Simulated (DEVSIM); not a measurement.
Device: abrupt Si n-p junction, at 300 K.

Layer 1 from the left is Si, thickness (μm) 1.60, Nd (cm⁻³) 4.5e18, τn (s) 8e-5, τp (s) 8e-5. Layer 2 from the left is Si, thickness (μm) 58.0, Na (cm⁻³) 1.3e16, τn (s) 8e-5, τp (s) 8e-5.

Left contact: ohmic. Right contact: ohmic. Voltage is applied to the left contact. Recombination: SRH at mid-gap. Mobility is μmin + (μ − μmin)/(1 + (N/Nref)^α).

The device is made up for the run: typed textbook-type constants, with dimensions and the other settings drawn at random. Values at 300 K.

Si: gap (eV) 1.124, affinity (eV) 4.05, permittivity 11.7, Nc (cm⁻³) 2.86e19, Nv (cm⁻³) 3.1e19, μn (cm²/Vs) 1417, μp (cm²/Vs) 470, μn,min 52, μp,min 45, Nref,n 9.7e16, Nref,p 2.2e17, αn 0.68, αp 0.72.

Simulated with DEVSIM: 1D drift-diffusion, Boltzmann statistics, complete ionisation; no tunnelling, impact ionisation, image-force lowering or self-heating.

Dark forward current:

| |V| (V) | |J| (A/cm²) |
|---|---|
| 0.05 | 8.952e-11 |
| 0.10 | 5.089e-10 |
| 0.15 | 2.923e-9 |
| 0.20 | 1.830e-8 |
| 0.25 | 1.211e-7 |
| 0.30 | 8.217e-7 |
| 0.35 | 5.639e-6 |
| 0.40 | 3.888e-5 |
| 0.45 | 0.0002685 |
| 0.50 | 0.001856 |
| 0.55 | 0.01282 |
| 0.60 | 0.08835 |
| 0.65 | 0.5965 |
| 0.70 | 3.648 |
| 0.75 | 17.45 |
| 0.80 | 62.97 |
| 0.85 | 180.1 |
| 0.90 | 419.8 |
| 0.95 | 818.2 |
| 1.00 | 1389 |
| 1.05 | 2134 |

Q: Work out the local ideality factor n = ΔV / (kT/q · ln(J2/J1)) between the rows 0.15 and 0.20 V, 0.45 and 0.50 V, 1.00 and 1.05 V.

A: kT/q = 25.85 mV. From 0.15 to 0.20 V: ln(1.830e-8/2.923e-9) = 1.834, n = 1.05, near the 1 of diffusion or emission over a barrier. From 0.45 to 0.50 V: ln(0.001856/0.0002685) = 1.933, n = 1.00, near the 1 of diffusion or emission over a barrier. From 1.00 to 1.05 V: ln(2134/1389) = 0.429, n = 4.50.

Q: Estimate the current at 0.40 V from the Shockley equation with J0 = Σ q ni² D/(N L) coth(W/L), τ joining the SRH, radiative and Auger lifetimes that are on, and W taken as the whole layer.

A: ni² = 1.16e20 cm⁻⁶; holes in the n layer: μ = 88.4 cm²/Vs, D = 2.29 cm²/s, τ = 8.00e-5 s, L = 135 μm, W/L = 0.012, term 5.89e-14 A/cm²; electrons in the p layer: μ = 1140 cm²/Vs, D = 29.5 cm²/s, τ = 8.00e-5 s, L = 485 μm, W/L = 0.12, term 7.29e-12 A/cm². J0 = 7.35e-12 A/cm², and J = J0 exp(qV/kT) = 3.86e-5 A/cm². The simulation gives 3.89e-5 A/cm², the same within the digits that matter. The estimate leaves out recombination in the depletion region and that region's share of W.
